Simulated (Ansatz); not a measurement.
As_Si in 3C silicon carbide

These are PBE, PAW (plane waves to 420 eV; Ansatz, a quantum-chemistry and plane-wave program) values and carry that method's errors. A 2×2×2 supercell of 64 sites was used; the energies come from a 2×2×2 shifted sampling of its zone. Site at the start: the Si site. Energies of charged states are corrected for periodic images (point charge plus alignment at distant sites). Dielectric constants: PBE linear response of the host. Host gap at this level: 1.37 eV. A cell of this size leaves errors of a few tenths of an eV. Levels are measured in PBE's own, too narrow, gap. Spin–orbit coupling is left out. Each state is the lowest found from its start.

Formation energies E_f are given with the Fermi level at the valence-band maximum. Chemical conditions: Si-rich (Δμ(Si) = 0.00 eV, Δμ(As) = -0.13 eV, bounded by SiAs2 (Pbam); only phases computed here count, gases as isolated molecules at 0 K). Reference phases: As: rhombohedral As, Si: silicon.

```tsv
charge	moment (μB)	largest move off a lattice site (Å)	image correction with alignment (eV)	E_f, Si-rich (eV)
+1	not spin-polarised	0.04	0.37	1.37
0*	1.0	0.05	–	–
−1*	not spin-polarised	0.05	–	–
```

* At this level the carrier isn't localised at the defect: at charge 0 electrons occupy the conduction band; at charge −1 electrons occupy the conduction band. Such a state is shallow or no state of the defect, and this cell gives it no level.

Flagged in the runs: a doubtful potential alignment, a strain field that reaches the edge of the cell.
